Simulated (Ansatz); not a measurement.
AlAs (model structure, started from the BN type, Pm-3n, No. 223, 12 atoms in the cell) was calculated with LDA (PAW; Ansatz, a quantum-chemistry and plane-wave program).

Run with plane-wave cutoff 520 eV, 6×6×6 k mesh, Fermi–Dirac smearing 0.01 eV, scalar-relativistic PAW data made under PBE.

Cell (relaxed with PBEsol):

AlAs is taken in the cubic space group Pm-3n (No. 223), Pearson symbol cP12. Lattice parameters: a = 6.9843 Å, b = 6.9843 Å, c = 6.9843 Å, α = 90.00°, β = 90.00°, γ = 90.00°. Al on 6c is surrounded by 4 As at 2.469 Å. As on 6d sees 4 Al at 2.469 Å. (Neighbours: up to the widest gap in distance over summed covalent radii, below 1.35, at either atom; cation-cation and far metal-metal contacts left out.)

Estimate the band gap, smallest direct gap on the k points sampled and Γ–Γ gap that the calculation returns.


* **band gap**: 1.16 eV (indirect)
* **smallest direct gap on the k points sampled**: 1.29 eV
* **Γ–Γ gap**: 1.37 eV

Note: the relaxation could raise the start's symmetry but not lower it, so the cell can be a saddle point; cell and atoms aren't relaxed at this level (pressure -1.4 GPa).

Spin–orbit coupling is not included.

The computed numbers hold no vibrational or temperature effects.

The result took very roughly 40 core-seconds.

A model structure was made by putting elements into a prototype or built by hand; it is no filed structure, need not be a known phase, and can be a saddle point held by its symmetry.
